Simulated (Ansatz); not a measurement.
Cell and atoms of amorphous Si24O47H2:

```
CELL_PARAMETERS angstrom
     10.18709     0.00000     0.00000
      0.00000    10.18709     0.00000
      0.00000     0.00000    10.18709
ATOMIC_POSITIONS crystal
  Si 0.56335 0.90338 0.90060
  Si 0.07123 0.43000 0.70729
  Si 0.01235 0.14393 0.68412
  Si 0.39149 0.30053 0.03566
  Si 0.82498 0.99035 0.52892
  Si 0.31586 0.60394 0.71734
  Si 0.56902 0.52318 0.58824
  Si 0.53281 0.67466 0.33071
  Si 0.47210 0.26622 0.55511
  Si 0.30677 0.79002 0.97097
  Si 0.29473 0.34724 0.31394
  Si 0.44086 0.18758 0.85280
  Si 0.81327 0.66038 0.24561
  Si 0.01790 0.77957 0.44141
  Si 0.80657 0.34791 0.26636
  Si 0.95928 0.12518 0.15916
  Si 0.83873 0.88173 0.04607
  Si 0.04503 0.30382 0.44975
  Si 0.97967 0.69302 0.74047
  Si 0.34812 0.56771 0.14186
  Si 0.62792 0.13642 0.35143
  Si 0.70697 0.76443 0.68538
  Si 0.08437 0.99601 0.92881
  Si 0.30621 0.80229 0.47877
  O  0.87215 0.26213 0.14676
  O  0.76232 0.08149 0.41592
  O  0.52029 0.13748 0.47233
  O  0.05157 0.11869 0.02675
  O  0.51135 0.04471 0.84808
  O  0.09336 0.04041 0.77510
  O  0.95138 0.92333 0.45904
  O  0.96408 0.89101 0.94807
  O  0.59689 0.36511 0.58219
  O  0.94366 0.69001 0.33200
  O  0.37093 0.26815 0.19460
  O  0.72029 0.87780 0.57363
  O  0.06849 0.16944 0.53543
  O  0.68440 0.72406 0.31814
  O  0.32896 0.93681 0.56163
  O  0.42959 0.78760 0.37608
  O  0.02043 0.28632 0.75917
  O  0.36077 0.33260 0.45972
  O  0.89703 0.32948 0.39700
  O  0.14458 0.29394 0.32523
  O  0.69984 0.92523 0.97951
  O  0.41386 0.22565 0.69810
  O  0.83697 0.75790 0.77639
  O  0.82895 0.73301 0.10342
  O  0.49424 0.61553 0.18685
  O  0.30110 0.71172 0.83295
  O  0.46260 0.54211 0.70618
  O  0.26222 0.69144 0.08928
  O  0.86085 0.99440 0.15954
  O  0.79487 0.50214 0.22580
  O  0.52240 0.55942 0.44047
  O  0.69231 0.61833 0.62153
  O  0.56745 0.04358 0.23710
  O  0.96680 0.53435 0.76922
  O  0.86609 0.07935 0.65814
  O  0.28027 0.50141 0.27093
  O  0.29032 0.67792 0.57862
  O  0.66117 0.28590 0.29838
  O  0.29969 0.20381 0.93731
  O  0.21753 0.92044 0.96876
  O  0.00560 0.70601 0.58235
  O  0.07465 0.42730 0.54665
  O  0.21798 0.48041 0.74819
  O  0.45694 0.83787 0.99886
  O  0.16877 0.80245 0.39575
  O  0.58290 0.80426 0.77678
  O  0.36171 0.45899 0.02398
  H  0.39694 0.99494 0.52737
  H  0.62935 0.01534 0.17024
```

Methods: PBE, scalar-relativistic without spin-orbit coupling (Ansatz, an electronic-structure program); r2SCAN, scalar-relativistic without spin-orbit coupling (Ansatz). Neutral PBE cell, which sets geometry, pressure and energy: sampling: a 2×2×2 Γ-centred mesh; Fermi-Dirac width 0.01 eV; collinear spin, started from moments on atoms. The usual formal charges leave 4 electrons over, so the level spacing at the Fermi energy parts defect or band states and needn't be the band gap. In the spin-polarised cell the level spacing at the Fermi energy can part levels of unlike spin.

It comes from a melt-quench run on a machine-learned potential (CHGNet), relaxed afterwards by DFT. O atoms were pushed apart under 1.9 Å during the dynamics, to hinder bonds among them. The hot cell started wider than the set density and was brought back towards it in steps. It is the lowest in DFT energy of 2 quenches. It is a model cell: composition and starting density were chosen by hand, and all elements were melted together. No dispersion term was used. Its density started from a set value of 2.24 and ended at 2.24 g/cm³. The simulated quench (nominally 780 K/ps over its main leg) is rapid and tends to freeze in more defects than a deposited or slowly cooled glass has. A cell of this size samples the disorder only roughly. The volume was held where the preparation left it.

**Question.** Give the pressure, the energy against reference phases and the spacing of the highest filled and lowest empty levels.

**Answer.** 
```json
{
  "Pressure on a 2×2×2 Γ-centred mesh": "1.86 GPa",
  "Largest force and stress component on that mesh (the relaxation ran on the zone centre alone)": "0.04 eV/Å and 3.1 GPa",
  "Energy relative to alpha cristobalite + H2 gas + silicon (lowest mix at this level among the phases computed, not always the ambient ones)": "0.169 eV/atom",
  "Level spacing at the Fermi energy on a 2×2×2 Γ-centred mesh (PBE)": "1.77 eV",
  "Level spacing at the Fermi energy at the zone centre (PBE)": "1.78 eV",
  "Level spacing at the Fermi energy at the zone centre (r2SCAN)": "2.61 eV",
  "Distance between the nearest levels spread over more than a fifth of the atoms or a third of the atoms of their main element (six at least) (PBE, zone centre)": "6.05 eV",
  "net_moment": "0.00 μB (unpaired spins of both signs, a broken-symmetry state)"
}
```

**Question.** At PBE and the zone centre, how localised are the states just below and above the Fermi level (participation number: the atoms over which a state spreads)?

**Answer.** The highest filled state is spread over 2.9 atoms' worth, largest on Si16, with weights by element (charge in smoothed Voronoi cells) Si 0.60, O 0.40, H 0.00. The lowest empty state is spread over 3.4 atoms' worth, largest on Si19, with weights by element (charge in smoothed Voronoi cells) Si 0.58, O 0.42, H 0.00.

At PBE the levels at both edges of the gap are localised (band-tail or defect states), and the nearest spread-out levels lie 6.1 eV apart at the zone centre.

Cut-offs for bonds: Si-Si 2.60 Å, Si-O 1.88 Å, Si-H 1.70 Å, O-O 1.58 Å, O-H 1.16 Å, H-H 0.90 Å. Two cations that share two anions don't count as bonded, nor two that share one unless they lie closer than Si-Si 2.38 Å.

Added carriers, by Ansatz with PBE, scalar-relativistic without spin-orbit coupling on the zone centre alone. Charged cells keep the cell fixed and stand in a uniform background, with no image correction, at a width of 0.01 eV; where the count is odd the moment is locked at 1 μB, unless the neutral cell bore moments. Each starts from the undistorted neutral geometry alone. PBE's self-interaction favours spread-out carriers, so it can miss traps that a hybrid finds.

**Question.** What happens at PBE when the cell takes an extra electron and the atoms relax?

**Answer.** Relaxation lowers the charged cell by 0.60 eV. The largest moves are Si19 0.23 Å, O50 0.22 Å, O65 0.20 Å, O45 0.14 Å. The neutral cell had unpaired spins already, so no single level is told as the carrier's. No bond crosses its cut-off with a change of over 0.15 Å. Made neutral again at that geometry, the cell lies +0.90 eV from the neutral start.

**Question.** What happens at PBE when the cell takes a hole and the atoms relax?

**Answer.** Relaxation lowers the charged cell by 0.83 eV. The largest moves are Si16 0.55 Å, O25 0.21 Å, H73 0.18 Å, O53 0.17 Å. The neutral cell had unpaired spins already, so no single level is told as the carrier's. No bond crosses its cut-off with a change of over 0.15 Å. Made neutral again at that geometry, the cell lies +1.34 eV from the neutral start.

A PBE run started with 1 μB on atoms that lack a bond or may hold spare charge kept moments and lay lower, so the cell was relaxed again with them.
